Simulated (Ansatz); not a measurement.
The structure below was relaxed with PBE, PAW, 420 eV (Ansatz, an electronic-structure program; spin-orbit coupling left out), earlier PAW set, at pressure 30 GPa.

Space group Fm-3m (No. 225); a = b = c = 3.779 Å, α = β = γ = 90.00°

```json
[
 {"atom": "Ir", "site": "4a", "symmetry": "m-3m", "x": "0.0000", "y": "0.0000", "z": "0.0000"}
]
```

Question: Write out a cell with all atoms.

Answer: 
```xyz
4
Lattice="3.7789 0.0000 0.0000 0.0000 3.7789 0.0000 0.0000 0.0000 3.7789" Properties=species:S:1:pos:R:3 pbc="T T T"
Ir     0.0000     0.0000     0.0000
Ir     0.0000     1.8895     1.8895
Ir     1.8895     0.0000     1.8895
Ir     1.8895     1.8895     0.0000
```
This is the conventional cell.

Load acts through the strain it causes; cell and atoms are relaxed under it. No phonon test of stability was made. Competing high-pressure phases were not computed. All final runs are without spin polarisation. The cell was made from Ir in the fcc (Cu type) structure (space group Fm-3m, No. 225) by this change: pressure 30 GPa.
